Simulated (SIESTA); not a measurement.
Checking a run of SIESTA on NaMg6Cr (Amm2, 8 atoms in the cell). The aim is a self-consistent single point with DFT, GGA PBEsol, numerical atomic orbitals TZP, PseudoDojo PBEsol standard norm-conserving potentials (rewritten from UPF to PSML).

Cell that was meant: a = 5.1886 Å, b = 6.4255 Å, c = 6.4255 Å, α = 60.68°, β = 90.00°, γ = 90.00°.

Part of the input:

```
# files in the folder: Na.psml Mg.psml Cr.psml (PseudoDojo PBEsol standard)
SystemName  siesta
SystemLabel siesta

NumberOfAtoms                8
[...]
  2 12 Mg
  3 24 Cr
%endblock ChemicalSpeciesLabel
LatticeConstant              1.0 Ang
%block LatticeVectors
     9.804942263    0.000000000    0.000000000
     0.000000000    6.133417942   10.479440319
```

Output, abridged:

```
reinit: Reading from file input.fdf

reinit: System Name: siesta
reinit: System Label: siesta

NOTE on units for spin output:
   [... lines left out ...]
initDM: WARNING: atom 3 has a closed-shell and cannot be polarized
initDM: WARNING: atom 4 has a closed-shell and cannot be polarized
initDM: WARNING: atom 5 has a closed-shell and cannot be polarized
initDM: WARNING: atom 6 has a closed-shell and cannot be polarized
initDM: WARNING: atom 7 has a closed-shell and cannot be polarized
DM filled with atomic data (user-defined):

InitMesh: MESH = 120 x 128 x 128 = 1966080
InitMesh: Mesh cutoff (required, used) =   400.000   404.007 Ry

stepf: Fermi-Dirac step function
        iscf     Eharris(eV)        E_KS(eV)     FreeEng(eV)     dDmax    Ef(eV) dHmax(eV)
   scf:    1   -12915.152204   -13189.724845   -13190.120457  0.711242 -1.653418 80.147060
     spin moment: {S} , |S| = {        0.0        0.0    1.21736 }     1.21736
   scf:    2   -12632.381964   -13176.865659   -13177.060765  0.855481 -3.365842 78.748837
     spin moment: {S} , |S| = {        0.0        0.0    1.07132 }     1.07132
   scf:    3   -13303.626493   -13321.017130   -13321.213981  0.855746 -2.142607  9.625350
   [... lines left out ...]
     spin moment: {S} , |S| = {        0.0        0.0    5.09164 }     5.09164
   scf:   21   -13323.823381   -13323.823322   -13323.936269  0.000237 -2.325718  0.001215
     spin moment: {S} , |S| = {        0.0        0.0    5.09133 }     5.09133
   scf:   22   -13323.823363   -13323.823343   -13323.936270  0.000107 -2.325758  0.001087
     spin moment: {S} , |S| = {        0.0        0.0    5.09119 }     5.09119
   scf:   23   -13323.823360   -13323.823352   -13323.936271  0.000066 -2.325776  0.000990
     spin moment: {S} , |S| = {        0.0        0.0    5.09112 }     5.09112
SCF Convergence by DM+H criterion
max |DM_out - DM_in|         :     0.0000659258
max |H_out - H_in|      (eV) :     0.0009901375
SCF cycle converged after 23 iterations

Using DM_out to compute the final energy and forces

siesta: E_KS(eV) =           -13323.8234

siesta: E_KS - E_eggbox =    -13323.8234

siesta: Atomic forces (eV/Ang):
     1    0.107791   -0.000000    0.050670
     2    0.201028   -0.114260    0.049374
     3    0.201028    0.114260    0.049374
     4   -0.105072    0.064158   -0.433122
     5   -0.105072   -0.064158   -0.433122
     6   -0.033028    0.000000    0.244499
     7    0.359005    0.000000    0.302462
     8   -0.597878   -0.000000    0.125963
   Tot    0.027803   -0.000000   -0.043901
   Max    0.597878
   [... lines left out ...]
siesta: FreeEng =    -13323.936271
siesta: Cell volume =       1260.421156 Ang**3
siesta:          -0.09140183          0.00763111  kBar
   [... lines left out ...]
     2     0.031817    9.968183    0.010362  Mg
     3     0.031817    9.968183    0.010362  Mg
     4    -0.035829   10.035829   -0.031648  Mg
     5    -0.035829   10.035829   -0.031648  Mg
     6     0.014916    9.985084    0.141158  Mg
     7     0.040505    9.959495   -0.047842  Mg
     8    -0.083305   14.083305    5.085390  Cr
 Total    -0.000000                5.091119
```

Task: Is anything amiss in this input, and did it matter?

Result: The run is not sound. The fault is cell lengths in the wrong unit (bohr against Å). Bohr and ångström differ by a factor of 1.89; the cell that the program reads is then far too large or far too small. To fix it, give the lengths in the unit that the key or card expects. The run converged in 23 iterations without an error; against the sound input the free energy rises by 1.39 eV/atom, the pressure goes from -1.12 to -0.01 GPa, the largest force goes from 0.155 to 0.611 eV/Å and the size of the net moment goes from 0.56 to 0.64 μB/atom.

An input that runs soundly differs in these lines (not the only fix; some lines may just follow from the change or write a value another way):
```diff
-SystemName  siesta
+SystemName  NaMg6Cr
-LatticeConstant              1.0 Ang
+LatticeConstant              1.0 Bohr
```

With that input, the run converged in 19 iterations: free energy E − TS -13335.0368 eV; Fermi level (on the code's own zero) -3.20 eV; pressure -1.12 GPa; largest force (vector length) 0.155 eV/Å; size of the cell's spin moment 4.48 μB (DFT, GGA PBEsol, numerical atomic orbitals TZP, PseudoDojo PBEsol standard norm-conserving potentials (rewritten from UPF to PSML)).

On the sound input: the starting cell comes from a database of computed structures (which also holds hypothetical and non-ambient phases and stackings), without a prior relaxation at this level. Its lattice was rescaled by a random factor within 2.5 % of one. With one magnetic atom in the cell only a parallel order is possible. Values carry the incompleteness of an atom-centred basis. Without a gap this mesh is coarse (it stands for a supercell whose shortest vector is 16 Å).
